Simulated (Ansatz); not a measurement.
**Response to strain in Ge**

The reference is Ge in the diamond structure (space group Fd-3m, No. 227).

```
Ge
1.0
    0.00000     2.83808     2.83808
    2.83808     0.00000     2.83808
    2.83808     2.83808     0.00000
Ge
2
Direct
  0.00000   0.00000   0.00000
  0.25000   0.25000   0.25000
```

Cartesian axes are those of the cell as printed.

Strains are applied to the cell and any free atomic positions relax; under biaxial strain the out-of-plane vector relaxes too.

Computed with PBEsol (Ansatz, a first-principles code, PAW, no SOC).

Candidates:
(a) biaxial strain −3.00 %, plane normal [001], relaxed out of plane
(b) biaxial strain +2.50 %, plane normal [001], relaxed out of plane
(c) biaxial strain +1.00 %, plane normal [001], relaxed out of plane

Notes on the quantities. energy relative to the base: free energy F.

**Question.** Order them by energy relative to the base, lowest first.

**Answer.** (c) biaxial strain +1.00 %, plane normal [001], relaxed out of plane (+1.7 meV/atom), (b) biaxial strain +2.50 %, plane normal [001], relaxed out of plane (+10 meV/atom), (a) biaxial strain −3.00 %, plane normal [001], relaxed out of plane (+17 meV/atom)

Stability against distortions was not tested.
